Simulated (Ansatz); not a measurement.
Adsorption energy and surface dipole of F on the 1x1 (100) surface of fcc Cu, one in a 1x1 cell, started at the site 'hollow Cu-Cu-Cu-Cu over Cu at depth 1.8 Å', worked from the runs' numbers; total energies count from the potentials' own zero.

Level of theory: PBE (plane waves to 420 eV, PAW; Ansatz, a program for electronic structure).

Model: 5-atom slab, 5.3 Å thick at the start under the adsorbate (thin: gaps and levels are the slab's own), 12x12x1 mesh, Fermi-Dirac 0.1 eV, dipole correction, 2 atoms held, the rest relaxed; symmetry of the start imposed; no spin, no spin-orbit, no U, no dispersion correction. At the end it is bonded to 4 Cu. In PBE it is, or lies within 0.03 eV of, the lowest of the starts that converged.

```tsv
quantity	value
slab with the adsorbate	-27307.352 eV
clean slab, same cell and mesh	-26499.463 eV
reference, ½ F2(g)	-805.593 eV
area of the cell	6.59 Å²
change of the step from the bottom to the top vacuum level	3.628 eV
```

Q: What is the adsorption energy against this reference?

A: E(slab + adsorbate) − E(slab) − E(reference) = -2.30 eV, so in this state the adsorbate is more stable than in the reference, at a coverage of 15.18 a nm².

Q: What dipole does adsorption add to the slab along the outward normal (Helmholtz relation, ε₀ = 0.005526 e/(V·Å))?

A: p = −ε₀·A·ΔV = -0.132 e·Å = -0.63 D; its negative end points to the vacuum, which raises the vacuum level.
